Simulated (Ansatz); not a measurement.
Given:

```xyz
2
Lattice="3.2442 0.0000 0.0000 0.0000 3.2442 0.0000 1.6221 -1.6221 2.1988" Properties=species:S:1:pos:R:3 pbc="T T T"
Ga     0.0000     0.0000     0.0000
N      3.2442     1.6221     1.0994
```

No spin polarisation.

Calculations: Ansatz (a program for electronic structure) PBEsol, no spin-orbit coupling. Settings: 13×13×13 k-points, 0.05 eV Fermi–Dirac smearing.

Problem. Predict the pressure, band gap, hole mass and valence-band top at Γ.

Solution. 
- Pressure (mean of the normal stresses, compression positive): -3.20 GPa
- Band gap: 1.47 eV
- Hole mass: 0.14 mₑ out of plane, 0.85 mₑ in plane (at Γ)
- Valence-band top at Γ (three highest levels, from the VBM): 0.00, -0.18, -0.18 eV

The cells carry an imposed strain or load. Effective masses come from finite differences of ±0.01 Å⁻¹. Stability against distortions was not tested. The cell was made from GaN in the zinc blende structure (space group F-43m, No. 216) by this change: biaxial strain +2.00 %, plane normal [001], relaxed out of plane. This is not the structure that GaN has at room temperature and ambient pressure.
